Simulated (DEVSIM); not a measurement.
System: abrupt GaP p-n junction, at 300 K.

Layer 1 from the left is GaP, thickness (μm) 2.30, Na (cm⁻³) 1.5e15, τn (s) 1.1e-7, τp (s) 1.1e-7. Layer 2 from the left is GaP, thickness (μm) 0.880, Nd (cm⁻³) 9.5e14, τn (s) 1.1e-7, τp (s) 1.1e-7.

Left contact: ohmic. Right contact: ohmic. Voltage is applied to the left contact. Recombination: SRH at mid-gap, radiative. Mobility is constant in doping.

The device is made up for the run: typed textbook-type constants, with dimensions and the other settings drawn at random. Values at 300 K.

GaP: gap (eV) 2.26, affinity (eV) 3.8, permittivity 11.1, Nc (cm⁻³) 1.8e19, Nv (cm⁻³) 1.9e19, μn (cm²/Vs) 250, μp (cm²/Vs) 150, B (cm³/s) 1e-13.

Simulated with DEVSIM: 1D drift-diffusion, Boltzmann statistics, complete ionisation; no tunnelling, impact ionisation, image-force lowering or self-heating.

Q: What does the simulation give for the largest field in the device at zero bias, the potential step across the device at zero bias?

A: largest field in the device at zero bias 19000 V/cm; potential step across the device at zero bias 1.761 V.
